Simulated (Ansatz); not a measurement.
We consider Sr(OH)2 (Pnma, No. 62; cell taken from a computed entry), described by r²SCAN (Ansatz, an electronic-structure program, plane waves, PAW).

Run with plane-wave cutoff 500 eV, 4×10×8 k mesh (along the axes of the cell as run), Fermi–Dirac smearing 0.05 eV, scalar-relativistic PAW data made under PBE.

Cell (relaxed at this level):

```yaml
crystal:
  lattice:
    - [9.83510, 0.00000, 0.00000]
    - [0.00000, 3.91460, 0.00000]
    - [0.00000, 0.00000, 6.04096]
  atoms:
    - { symbol: Sr, position: [0.33996, 0.75000, 0.60211] }
    - { symbol: Sr, position: [0.66004, 0.25000, 0.39789] }
    - { symbol: Sr, position: [0.16004, 0.25000, 0.10211] }
    - { symbol: Sr, position: [0.83996, 0.75000, 0.89789] }
    - { symbol: H, position: [0.02822, 0.75000, 0.37230] }
    - { symbol: H, position: [0.97178, 0.25000, 0.62770] }
    - { symbol: H, position: [0.47178, 0.25000, 0.87230] }
    - { symbol: H, position: [0.52822, 0.75000, 0.12770] }
    - { symbol: H, position: [0.40913, 0.25000, 0.18862] }
    - { symbol: H, position: [0.59087, 0.75000, 0.81138] }
    - { symbol: H, position: [0.09087, 0.75000, 0.68862] }
    - { symbol: H, position: [0.90913, 0.25000, 0.31138] }
    - { symbol: O, position: [0.62621, 0.75000, 0.12908] }
    - { symbol: O, position: [0.37379, 0.25000, 0.87092] }
    - { symbol: O, position: [0.87379, 0.25000, 0.62908] }
    - { symbol: O, position: [0.12621, 0.75000, 0.37092] }
    - { symbol: O, position: [0.39389, 0.25000, 0.34749] }
    - { symbol: O, position: [0.60611, 0.75000, 0.65251] }
    - { symbol: O, position: [0.10611, 0.75000, 0.84749] }
    - { symbol: O, position: [0.89389, 0.25000, 0.15251] }
```

Estimate the band gap that the calculation returns.


* **band gap**: 4.78 eV (on the SCF k mesh)

Note: the relaxation could not lower the start's symmetry, so the cell can be a saddle point above a distorted one.

Spin–orbit coupling is not included.

The computed numbers hold no vibrational or temperature effects.

Computing time: around 19 core-minutes (rough).
